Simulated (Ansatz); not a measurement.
Start from Pt in the fcc (Cu type) structure (space group Fm-3m, No. 225; a = 3.918 Å).

Level of theory: PBEsol (Ansatz, a program for electronic structure), no spin-orbit coupling, earlier PAW set.

Before the change:

| Property | Result |
|---|---|
| Lattice parameter a | 3.918 Å |

Perturbation: a hydrostatic pressure of 15 GPa.

**Question.** How does this affect the lattice parameter a?

**Answer.** The lattice parameter a decreases by 0.060 Å to 3.858 Å.

Load acts through the strain it causes; cell and atoms are relaxed under it. No phonon test of stability was made. Competing high-pressure phases were not computed. All final runs are without spin polarisation.
